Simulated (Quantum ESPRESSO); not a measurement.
Worked example: self-consistent single point of BaMg2Sb2 (P-3m1, 5 atoms in the cell) in Quantum ESPRESSO.

Computed with LDA (PZ), GBRV 1.5 ultrasoft (LDA) pseudopotentials (plane waves; Quantum ESPRESSO 7.5).

The change in words: lattice scaled by 0.98. Reference geometry:
```xyz
5
Lattice="4.7985 0.0000 0.0000 -2.3993 4.1557 0.0000 0.0000 0.0000 8.2059" Properties=species:S:1:pos:R:3 pbc="T T T"
Ba     0.0000     0.0000     0.0000
Mg     2.3993     1.3852     3.0908
Mg     0.0000     2.7704     5.1151
Sb     2.3993     1.3852     5.9945
Sb     0.0000     2.7704     2.2114
```

Reference input (self-consistent single point, DFT, LDA (PZ), plane waves, GBRV 1.5 ultrasoft (LDA) pseudopotentials): ecutwfc = 40 Ry; ecutrho = 200 Ry; occupations = fixed; potentials = {Ba: ba_lda_v1.uspp.F.UPF, Mg: mg_lda_v1.4.uspp.F.UPF, Sb: sb_lda_v1.4.uspp.F.UPF}; K_POINTS = automatic 6 6 3 0 0 0; nbnd = 36; conv_thr = 1e-10 Ry; mixing_beta = 0.3. This run's input differs from it in these lines:

```diff
@@ -34,5 +34,5 @@
 CELL_PARAMETERS {angstrom}
-   4.7985402650     0.0000000000     0.0000000000
-  -2.3992701325     4.1556577705     0.0000000000
-   0.0000000000     0.0000000000     8.2059000000
+   4.7025694520     0.0000000000     0.0000000000
+  -2.3512847260     4.0725446085     0.0000000000
+   0.0000000000     0.0000000000     8.0417820000
```

The program printed (abridged):

```
     Self-consistent Calculation

     iteration #  1     ecut=    40.00 Ry     beta= 0.30

     negative rho (up, down):  9.918E-02 0.000E+00

     total energy              =    -689.97782446 Ry
     estimated scf accuracy    <       1.54524976 Ry

     iteration #  2     ecut=    40.00 Ry     beta= 0.30

     negative rho (up, down):  9.430E-02 0.000E+00

     total energy              =    -689.87486798 Ry
     estimated scf accuracy    <       0.37309706 Ry

     iteration #  3     ecut=    40.00 Ry     beta= 0.30

     negative rho (up, down):  9.236E-02 0.000E+00

     total energy              =    -689.90560364 Ry
     estimated scf accuracy    <       0.04186099 Ry

   [... 8 blocks of this kind left out ...]

     iteration # 12     ecut=    40.00 Ry     beta= 0.30

     negative rho (up, down):  9.124E-02 0.000E+00

     total energy              =    -689.90899946 Ry
     estimated scf accuracy    <          3.2E-10 Ry

     iteration # 13     ecut=    40.00 Ry     beta= 0.30

     negative rho (up, down):  9.124E-02 0.000E+00
     End of self-consistent calculation

     highest occupied, lowest unoccupied level (ev):     7.1031    7.8616

!    total energy              =    -689.90899947 Ry
     estimated scf accuracy    <          2.6E-11 Ry

     convergence has been achieved in  13 iterations

     negative rho (up, down):  9.124E-02 0.000E+00

     Forces acting on atoms (cartesian axes, Ry/au):

     atom    1 type  1   force =    -0.00000000    0.00000000    0.00000000
     atom    2 type  2   force =    -0.00000000   -0.00000000   -0.00205224
     atom    3 type  2   force =    -0.00000000   -0.00000000    0.00205224
     atom    4 type  3   force =     0.00000000    0.00000000    0.00732802
     atom    5 type  3   force =     0.00000000    0.00000000   -0.00732802

     Total force =     0.010762     Total SCF correction =     0.000010

     negative rho (up, down):  9.124E-02 0.000E+00
          total   stress  (Ry/bohr**3)                   (kbar)     P=       -1.44
  -0.00000714   0.00000000   0.00000000           -1.05        0.00        0.00
   0.00000000  -0.00000714   0.00000000            0.00       -1.05        0.00
   0.00000000   0.00000000  -0.00001502            0.00        0.00       -2.21

   JOB DONE.
```

The run converged in 13 iterations. Against the reference run the free energy falls by 15.9 meV/atom, the pressure goes from -2.44 to -0.14 GPa, the largest force goes from 0.063 to 0.188 eV/Å and the gap on the mesh goes from 0.821 to 0.759 eV. The full log also holds: “c_bands:  2 eigenvalues not converged”.

The starting cell comes from a database of computed structures (which also holds hypothetical and non-ambient phases and stackings), without a prior relaxation at this level. For this run, on top of that: lattice scaled by 0.98. Spin-orbit coupling is off.

Cost on one core of a shared machine: roughly 50 s.
